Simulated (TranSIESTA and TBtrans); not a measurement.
Run with TranSIESTA and TBtrans (open boundaries, self-consistent; PseudoDojo norm-conserving potentials, scalar-relativistic): PAO.BasisSize DZP, PAO.EnergyShift 0.15 eV, XC.Authors PBE, Mesh.Cutoff 200 Ry, ElectronicTemperature 300 K, TS.Voltage 0.0 eV, TBT.Elecs.Eta 0.001 eV, no spin polarisation.

Device: Ag chain with one S atom inserted. Leads: straight Ag chain, spacing 2.517 Å. Geometry: 3 atoms about the centre moved by SIESTA (PBE, DZP) to a largest force of 0.03 eV/Å, all others as built, motion along the axis alone.

Question: Predict: conductance at 300 K (G0 = 2e²/h); mean T from −0.5 to 0.5 eV.

Answer: conductance at 300 K (G0 = 2e²/h): 0.35; mean T from −0.5 to 0.5 eV: 0.34. The straight chain is held at its spacing; free chains may zigzag or dimerise. No spin-polarised start was tried, so a magnetic state, if there is one, is missed.
